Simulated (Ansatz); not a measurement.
# 2 layers of HfO2-1T, started at antiparallel, shifted by (1/3,2/3) (facing atoms over hollows or bridges)

Values marked by level come from PBE+D3(BJ) (plane waves to 420 eV, PAW; Ansatz, a quantum-chemistry and plane-wave program); PBE+D3(BJ) with spin-orbit coupling (plane waves to 420 eV, PAW; Ansatz). Geometries and values that name no level are of the first. Values not marked SOC have no spin–orbit coupling; PBE gaps are too small against experiment. Its k-point mesh 12×12×1, Fermi–Dirac width 0.01 eV. A dipole correction is on.

```
Property                                                                                                       Value
---------------------------------------------------------------------  ---------------------------------------------
gap between facing atomic planes                                                                              2.54 Å
step of the vacuum level across the stack (top less bottom)                                                 +0.21 eV
interaction energy of the frozen layers                                                                 -23.0 meV/Å²
interaction energy without the D3 term at this geometry                                                  +2.4 meV/Å²
PBE gap over the mesh and listed points off it                         4.60 eV, indirect (lowest direct gap 4.82 eV)
valence and conduction edges under the vacuum level of the lower face                               7.67 and 3.07 eV
PBE+SOC gap at the same geometry                                                                             4.59 eV
```

```xyz
6
Lattice="3.2421 0.0000 0.0000 -1.6211 2.8077 0.0000 0.0000 0.0000 25.9100" Properties=species:S:1:pos:R:3 pbc="T T T"
O      1.6211     0.9359     9.7432
Hf     0.0000     0.0000    10.7167
O      0.0000     1.8718    11.6856
O      1.6211     0.9359    14.2264
Hf     0.0000     1.8718    15.1921
O      0.0000     0.0000    16.1661
```
